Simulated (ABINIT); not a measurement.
# Worked example: self-consistent single point of CuZn (Pm-3m, 2 atoms in the cell) in ABINIT

Computed with PBE, PAW (JTH v2.0 PBE PAW) (plane waves; ABINIT).

This input was run:

```
# CuZn, JTH v2.0 PBE PAW
pp_dirpath "./"
pseudos "Zn.GGA_PBE-JTH.xml, Cu.GGA_PBE-JTH.xml"
acell 5.5746920676 5.5746920676 5.5746920676
rprim
         1.0000000000    0.0000000000    0.0000000000
         0.0000000000    1.0000000000    0.0000000000
         0.0000000000    0.0000000000    1.0000000000
natom 2
ntypat 2
znucl 30 29
typat 1 2
xcart
         2.7873460338    2.7873460338    2.7873460338
         0.0000000000    0.0000000000    0.0000000000
ecut 30
pawecutdg 60
pawxcdev 0
occopt 7
tsmear 0.272 eV
nband 22
kptopt 1
ngkpt 15 15 15
nshiftk 1
shiftk 0 0 0
nstep 60
tolvrs 1.0e-10
prtwf 0
prtden 0
prtvol 1
enunit 2
```

Log, with long lists cut:

```
 Symmetries : space group Pm -3 m (#221); Bravais cP (primitive cubic)

 -outvars: echo values of preprocessed input variables --------
            acell      5.5746920676E+00  5.5746920676E+00  5.5746920676E+00 Bohr
             ecut      3.00000000E+01 Hartree
           enunit           2
              ixc     -101130
         kptrlatt       15    0    0      0   15    0      0    0   15
          kptrlen      8.36203810E+01
            natom           2
            nband          22
            ngfft          30      30      30
          ngfftdg          40      40      40
             nkpt         120
            nstep          60
             nsym          48
           ntypat           2
           occopt           7
        pawecutdg      6.00000000E+01 Hartree
         pawxcdev           0
          spgroup         221
           tolvrs      1.00000000E-10
           tsmear      9.99581651E-03 Hartree
            typat      1  2
           useylm           1
             xred      5.0000000000E-01  5.0000000000E-01  5.0000000000E-01
                       0.0000000000E+00  0.0000000000E+00  0.0000000000E+00
            znucl       30.00000   29.00000

== DATASET  1 ==================================================================

 Real(R)+Recip(G) space primitive vectors, cartesian coordinates (Bohr,Bohr^-1):
 R(1)=  5.5746921  0.0000000  0.0000000  G(1)=  0.1793821  0.0000000  0.0000000
 R(2)=  0.0000000  5.5746921  0.0000000  G(2)=  0.0000000  0.1793821  0.0000000
 R(3)=  0.0000000  0.0000000  5.5746921  G(3)=  0.0000000  0.0000000  0.1793821
 Unit cell volume ucvol=  1.7324577E+02 bohr^3
 Angles (23,13,12)=  9.00000000E+01  9.00000000E+01  9.00000000E+01 degrees

 Coarse grid specifications (used for wave-functions):

 getcut: wavevector=  0.0000  0.0000  0.0000  ngfft=  30  30  30
         ecut(hartree)=     30.000   => boxcut(ratio)=   2.18260

 Fine grid specifications (used for densities):

 getcut: wavevector=  0.0000  0.0000  0.0000  ngfft=  40  40  40
         ecut(hartree)=     60.000   => boxcut(ratio)=   2.05778

   1.40917608E+03                                ecore*ucvol(ha*bohr**3)

 newkpt: prtvol=0 or 1, do not print more k-points.
_setup2: Arith. and geom. avg. npw (full set) are    1359.797    1359.783

--- !BeginCycle
solver: {iscf: 17, nstep: 60, nline: 4, wfoptalg: 10, }
tolerances: {tolvrs: 1.00E-10, }
...

     iter   Etot(hartree)      deltaE(h)  residm     nres2
 ETOT  1  -253.97823751767    -2.540E+02 5.592E+01 9.065E+01
 ETOT  2  -265.24810035718    -1.127E+01 3.529E+00 1.444E+03
 ETOT  3  -262.74316928602     2.505E+00 1.518E+00 1.883E+02
 ETOT  4  -262.19260641219     5.506E-01 1.692E+00 2.601E+01
 ETOT  5  -262.31070934306    -1.181E-01 2.262E-01 6.875E+00
 ETOT  6  -262.31740205316    -6.693E-03 3.038E-01 8.380E+00
   [... 13 lines left out ...]
 ETOT 20  -262.28258606791    -1.084E-08 3.879E-04 1.145E-07
 ETOT 21  -262.28258607697    -9.062E-09 4.034E-04 1.328E-07
 ETOT 22  -262.28258607721    -2.386E-10 2.447E-04 4.130E-08
 ETOT 23  -262.28258607704     1.709E-10 3.038E-04 6.606E-10
 ETOT 24  -262.28258607710    -6.474E-11 1.528E-04 9.296E-11

 At SCF step   24       nres2   =  9.30E-11 < tolvrs=  1.00E-10 =>converged.

 Cartesian components of stress tensor (hartree/bohr^3)
  sigma(1 1)= -4.35734964E-05  sigma(3 2)=  0.00000000E+00
  sigma(2 2)= -4.35734964E-05  sigma(3 1)=  0.00000000E+00
  sigma(3 3)= -4.35734964E-05  sigma(2 1)=  0.00000000E+00

 ----iterations are completed or convergence reached----

 reduced coordinates (array xred) for    2 atoms
       0.500000000000      0.500000000000      0.500000000000
       0.000000000000      0.000000000000      0.000000000000
 cartesian forces (eV/Angstrom) at end:
    1     -0.00000000000000    -0.00000000000000    -0.00000000000000
    2     -0.00000000000000    -0.00000000000000    -0.00000000000000
 frms,max,avg= 0.0000000E+00 0.0000000E+00   0.000E+00  0.000E+00  0.000E+00 e/A
 length scales=  5.574692067600  5.574692067600  5.574692067600 bohr
              =  2.949999987081  2.949999987081  2.949999987081 angstroms
 Fermi (or HOMO) energy (hartree) =   0.35491   Average Vxc (hartree)=  -0.42145
 Eigenvalues (hartree) for nkpt= 120  k points:
 kpt#   1, nband= 22, wtk=  0.00030, kpt=  0.0000  0.0000  0.0000 (reduced coord)
  -3.79876   -2.23202   -2.23202   -2.23202   -0.02482    0.06756    0.06756    0.09292
   0.09292    0.09292    0.22447    0.22447    0.25557    0.25557    0.25557    0.58112
   0.58112    0.58112    0.76628    0.76628    0.80114    1.20814
      occupation numbers for kpt#   1
   2.00000    2.00000    2.00000    2.00000    2.00000    2.00000    2.00000    2.00000
   2.00000    2.00000    2.00000    2.00000    2.00000    2.00000    2.00000    0.00000
   0.00000    0.00000    0.00000    0.00000    0.00000    0.00000
 prteigrs : prtvol=0 or 1, do not print more k-points.

 Fermi (or HOMO) energy (eV) =   9.65770   Average Vxc (eV)= -11.46830
 Eigenvalues (   eV  ) for nkpt= 120  k points:
 kpt#   1, nband= 22, wtk=  0.00030, kpt=  0.0000  0.0000  0.0000 (reduced coord)
-103.36951  -60.73630  -60.73630  -60.73630   -0.67530    1.83827    1.83827    2.52840
   2.52840    2.52840    6.10804    6.10804    6.95437    6.95437    6.95437   15.81321
  15.81321   15.81321   20.85151   20.85151   21.80010   32.87526
 prteigrs : prtvol=0 or 1, do not print more k-points.

--- !EnergyTerms
comment             : Components of total free energy in Hartree
kinetic             :  1.75217819700635E+01
hartree             :  5.88647313742286E+01
xc                  : -4.53032234040692E+00
Ewald energy        : -1.61310975356239E+02
psp_core            :  8.13397085919800E+00
local_psp           : -1.64843898698838E+02
spherical_terms     : -1.61172082567262E+01
internal            : -2.62281920448720E+02
'-kT*entropy'       : -6.54341656583490E-04
total_energy        : -2.62282574790376E+02
total_energy_eV     : -7.13707182241009E+03
...

-Cartesian components of stress tensor (GPa)         [Pressure=  1.2820E+00 GPa]
- sigma(1 1)= -1.28197631E+00  sigma(3 2)=  0.00000000E+00
- sigma(2 2)= -1.28197631E+00  sigma(3 1)=  0.00000000E+00
- sigma(3 3)= -1.28197631E+00  sigma(2 1)=  0.00000000E+00

 Calculation completed.
```

The run converged in 24 iterations.

The starting cell has typed, rounded lattice constants, without a prior relaxation at this level. Spin polarisation is off.

Cost on one core of a shared machine: roughly 3 min.
